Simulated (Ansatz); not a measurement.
The reference is Cu in the fcc (Cu type) structure (space group Fm-3m, No. 225; a = 3.564 Å; relaxed with 0.1 eV smearing). Axes: x, y, z lie along the cube axes.

Computed with PBEsol in Ansatz (plane waves to 420 eV, PAW, spin-orbit coupling left out).

Before the change:

The pressure is 0.0 GPa.

Modification: tensile biaxial strain of 1.50 % in the plane normal to [001], as in epitaxy on a mismatched substrate; the out-of-plane cell vector and the atoms relax.

Question: Estimate the effect on the pressure.

Answer: The pressure (mean of the normal stresses, compression positive) goes from zero to -1.3 GPa.

Question: What does the calculation give for the energy relative to the base after the change?

Answer: The energy goes up by 2.1 meV/atom.

Question: Estimate the effect on the ratio −ε⊥/ε∥.

Answer: The ratio −ε⊥/ε∥ comes out as 1.44.

No phonon test of stability was made. The final runs are not spin-polarised.

Ansatz is a quantum-chemistry and plane-wave program.
